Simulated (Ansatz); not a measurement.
The starting structures come from a database of crystals and need not be the phases stable at ambient conditions.

 Where the default PAW files enter, the runs use the earlier of Ansatz's two default sets.

Inside the gap of an insulator the Bloch states are evanescent, with a wavenumber k + iκ along the transport direction.

Given:

```
CaSnO5Si
1.0
    5.64442     0.00000     0.00000
   -1.75496     7.04898     0.00000
    1.55816     1.76884     5.11634
Ca Si Sn O
2 2 2 10
Cartesian
  4.70929   6.79973   4.29353
  0.73833   2.01809   0.82281
  5.45418   3.21243   4.18240
 -0.00656   5.60539   0.93394
  2.72381   4.40891   2.55817
  3.60129   0.88442   2.55817
  2.51835   2.48503   2.10328
  2.92927   6.33279   3.01306
  4.29142   0.80132   0.54172
  1.15620   8.01650   4.57462
  1.06906   4.24372   3.88724
  4.37856   4.57410   1.22910
  1.41414   4.74902   0.90442
  4.03348   4.06880   4.21193
  0.08675   6.83942   2.04301
  5.36087   1.97840   3.07334
```

Space group of this cell: P-1. The cell is taken as given; by PBEsol its mean pressure is -5.3 GPa.

Transport runs along the normal of the first two printed cell vectors.

The gap is the functional's own. No spin-orbit coupling. Mid-gap values are interpolated on the energy grid.

**Question.** Compute, with PBEsol run with Ansatz (a quantum-chemistry and plane-wave program), the band gap and the smallest decay constant κ at mid-gap.

**Answer.** Gap 3.10 eV on a 6×6×6 mesh; κ = 0.318 1/Å, at the zone centre.
